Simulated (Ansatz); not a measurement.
Ansatz (a quantum-chemistry and plane-wave program) run on SrTl₂Pd (Cmcm, 8 atoms in the cell): zone-centre phonon calculation.

Method of the run: LDA (PW92), default PAW files made with PBE (plane waves; Ansatz).

```
SrTl2Pd
1.0
    2.24800    -5.50400     0.00000
    2.24800     5.50400     0.00000
    0.00000     0.00000     8.14800
Tl Pd Sr
4 2 2
Direct
  0.85325   0.14675   0.55158
  0.14675   0.85325   0.05158
  0.14675   0.85325   0.44842
  0.85325   0.14675   0.94842
  0.71831   0.28169   0.25000
  0.28169   0.71831   0.75000
  0.56516   0.43484   0.75000
  0.43484   0.56516   0.25000
```

Reference input (self-consistent single point, DFT, PBEsol, plane waves, default PAW files made with PBE): basis.ecutwfc = 420 eV; kpoints.mp_grid.grid = 6 6 3; hamiltonian.xc = pbesol; hamiltonian.pseudopotentials = {kind: paw} (the program's default PAW files); scf.occupations.method = cold; scf.occupations.width = 0.1 eV. This run's input differs from it in these lines:

Ansatz 0.2 input:
```diff
@@ -19,3 +19,3 @@
 hamiltonian:
-  xc: pbesol
+  xc: lda
   pseudopotentials: { kind: paw }
@@ -23,6 +23,5 @@
   occupations: { method: cold, width: 0.1 }
-output:
-  forces: true
-  eigenvalues: true
-  stress: true
+  convergence: { dr2_threshold: 1.0e-04 eV }
+phonons:
+  method: dfpt
```

The program printed (abridged):

```
SCF iter   1: F=—  HF=-65168.203086 eV  |F-HF|=—  |Δ(HF+E_count)|=         —  Δρ=7.38e-3  dr2=1.05e-1  ethr=1.77e-3  ⟨swp⟩=9.9  Hψ=10068  notcnv=0  defer=4
all-band conjugate gradients solve this SCF's bands
preconditioner: auto → Kerker (q_TF=auto, 2.459 Å⁻¹)
SCF iter   2: F=—  HF=-65168.190431 eV  |F-HF|=—  |Δ(HF+E_count)|=   1.27e-2  S|Δr|=    0.00e0  Δρ=3.40e-3  dr2=2.62e-2  ethr=9.70e-5  ⟨swp⟩=2.5  Hψ=3729  notcnv=0  defer=5
SCF iter   3: F=—  HF=-65168.185320 eV  |F-HF|=—  |Δ(HF+E_count)|=   5.11e-3  S|Δr|=    0.00e0  Δρ=5.60e-4  dr2=4.99e-4  ethr=2.43e-5  ⟨swp⟩=3.0  Hψ=3638  notcnv=0  defer=5
SCF iter   4: F=—  HF=-65168.185257 eV  |F-HF|=—  |Δ(HF+E_count)|=   6.28e-5  S|Δr|=    0.00e0  Δρ=2.30e-4  dr2=2.51e-4  ethr=4.62e-7  ⟨swp⟩=2.1  Hψ=3840  notcnv=0  defer=5
SCF iter   5: F=-65168.185203 eV  HF=-65168.185221 eV  |F-HF|=1.83e-5  |Δ(HF+E_count)|=   3.61e-5  S|Δr|=    0.00e0  Δρ=5.75e-5  dr2=2.55e-5  ethr=9.26e-8  ⟨swp⟩=15.6  Hψ=20346  notcnv=0
SCF 1 converged in 5 iterations: F = -65168.185203 eV  dr2 = 2.55e-5
DFPT response loops at Γ: preconditioner auto → Kerker (q_TF=auto, 2.459 Å⁻¹) (partly filled bands, converged f_vac=0.000) …
Stability not checked (fill_not_monotonic)
Free energy (F): -65168.185203 eV
Internal energy: -65168.178993 eV  (E = F + TS)
E sigma→0 (E₀):  -65168.183133 eV
Entropy (-TS):   -0.006210 eV (-0.776 meV/atom)
Fermi energy:    11.633878 eV
   [... lines left out ...]
  ASR residual per site (eV/Å²): 6.16e-3 6.16e-3 6.16e-3 6.16e-3 6.99e-3 6.99e-3 3.45e-2 3.45e-2
  Γ frequencies (cm⁻¹): 0.00 0.00 0.00 43.73 52.14 52.28 54.20 55.23 67.09 73.19 75.98 78.07 78.67 82.54 88.54 89.86 91.39 100.62 106.94 110.10 110.19 114.85 116.33 118.80
  non-analytic LO–TO correction: not included (Born effective charges unavailable; polar crystals: no LO–TO splitting at Γ)
```

The run converged in 5 iterations. 

Summary of the result:
| Item | Value |
|---|---|
| Free energy E − TS (on the zero of these files) | -65168.1852 eV |
| Fermi level (on the code's own zero) | 11.63 eV |
| Zone-centre frequencies (cm⁻¹; negative means imaginary) | 0, 0, 0, 44, 52, 52, 54, 55, 67, 73, 76, 78, 79, 83, 89, 90, 91, 101, 107, 110, 110, 115, 116, 119 |

The starting cell comes from a database of published, mostly measured structures (it also holds non-ambient and calculated ones), without a prior relaxation at this level. Spin polarisation is off.

Cost on one core of a shared machine: roughly 6 min.
